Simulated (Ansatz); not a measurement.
Base system: TlSe (space group I4/mcm, No. 140).

```
TlSe
1.0
   -3.97219     3.97219     3.48453
    3.97219    -3.97219     3.48453
    3.97219     3.97219    -3.48453
Tl Se
4 4
Direct
  0.75000   0.75000   0.00000
  0.25000   0.25000   0.00000
  0.75000   0.25000   0.50000
  0.25000   0.75000   0.50000
  0.18333   0.68333   0.86666
  0.81667   0.31667   0.13334
  0.68333   0.81667   0.50000
  0.31667   0.18333   0.50000
```

All numbers come from PBEsol, PAW, 420 eV (Ansatz, a quantum-chemistry and plane-wave program; spin-orbit coupling left out).

Before the change:

| Item | Value |
|---|---|
| Gap character | absent |
| Band gap | zero |

Perturbation: a negative pressure, −2 GPa.

What does the calculation give for the gap character and band gap after the change?

The gap character changes from absent to indirect, M → k = (0.111, 0.111, 1/3) in the run's primitive reciprocal basis; the band gap becomes 0.30 eV (base: zero).

With Tl present, leaving out spin-orbit coupling can change the band edges. Load acts through the strain it causes; cell and atoms are relaxed under it. Whether these cells are dynamically stable was not tested. The final runs are not spin-polarised. A zero or small gap of TlSe can be the functional's error rather than a property of the material.
